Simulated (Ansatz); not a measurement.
## Quick settings and what they miss: LaZn3 (P6_3/mmc, 8 atoms in the cell)

Self-consistent single point.

```yaml
crystal:
  lattice:
    - [6.78826, 0.00000, 0.00000]
    - [-3.39413, 5.87880, 0.00000]
    - [0.00000, 0.00000, 4.33098]
  atoms:
    - { symbol: La, position: [0.66667, 0.33333, 0.25000] }
    - { symbol: La, position: [0.33333, 0.66667, 0.75000] }
    - { symbol: Zn, position: [0.73189, 0.86594, 0.25000] }
    - { symbol: Zn, position: [0.26811, 0.13406, 0.75000] }
    - { symbol: Zn, position: [0.86594, 0.73189, 0.75000] }
    - { symbol: Zn, position: [0.13406, 0.26811, 0.25000] }
    - { symbol: Zn, position: [0.13406, 0.86594, 0.25000] }
    - { symbol: Zn, position: [0.86594, 0.13406, 0.75000] }
```

Computed with LDA (PW92), PAW files made with PBE (plane waves; Ansatz, a first-principles code).

Base settings: basis.ecutwfc = 420 eV; kpoints.mp_grid.grid = 6 6 8; hamiltonian.xc = lda; hamiltonian.pseudopotentials = {kind: paw} (the program's default PAW files); scf.occupations.method = methfessel_paxton; scf.occupations.width = 0.2 eV.

Tight run (finer mesh or higher cutoff; not a proven limit): basis.ecutwfc: 420 eV → 590 eV; kpoints.mp_grid.grid: 6 6 8 → 9 9 11; scf.convergence.dr2_threshold: default (1e-07 eV) → 1e-09 eV. It gave Fermi level (on the code's own zero) 9.66 eV; pressure -5.86 GPa; largest force (vector length) 0.050 eV/Å.

Quick runs, as changes from the base:
- A: the base itself
- B: basis.ecutwfc: 420 eV → 335 eV; kpoints.mp_grid.grid: 6 6 8 → 6 6 6; scf.convergence.dr2_threshold: default (1e-07 eV) → 0.001 eV
- C: basis.ecutwfc: 420 eV → 335 eV; kpoints.mp_grid.grid: 6 6 8 → 2 2 2; scf.convergence.dr2_threshold: default (1e-07 eV) → 0.0001 eV
- D: kpoints.mp_grid.grid: 6 6 8 → 4 4 4; hamiltonian.xc: lda → pbesol [PBEsol]

Energies are extrapolated to zero smearing width, which holds to low order in the width alone.

Dashes: energy of D, another energy zero.

† marks runs with another functional, U, potentials or spin treatment: their distance from the tight run is not a convergence error alone.

The count of work is k-points × plane waves × bands × iterations; it is no time. 

Pressures in the table are Ansatz's without its Pulay estimate, at a fixed set of plane waves; the tight run's value above holds the estimate.

The starting cell comes from a database of computed structures (which also holds hypothetical and non-ambient phases and stackings), without a prior relaxation at this level. Its lattice was rescaled by a random factor within 2.5 % of one. In the base run, with a pressure of about -6 GPa the cell is away from its equilibrium volume at this level.

```tsv
run	energy less tight (meV/atom)	pressure less tight (GPa)	largest miss in a force vector (eV/Å)	count of work / tight
A	1.3	-0.01	0.001	0.27
B	16.8	-1.10	0.011	0.10
C	63.4	-1.55	0.270	0.017
D†	–	2.31	0.126	0.092
```

Among the runs at the tight run's level, the energy misses run from 1.3 to 63.4 meV/atom.

Left out of this page: 2 runs of the series with a known weakness of the program.

Keys are those of Ansatz 0.2.
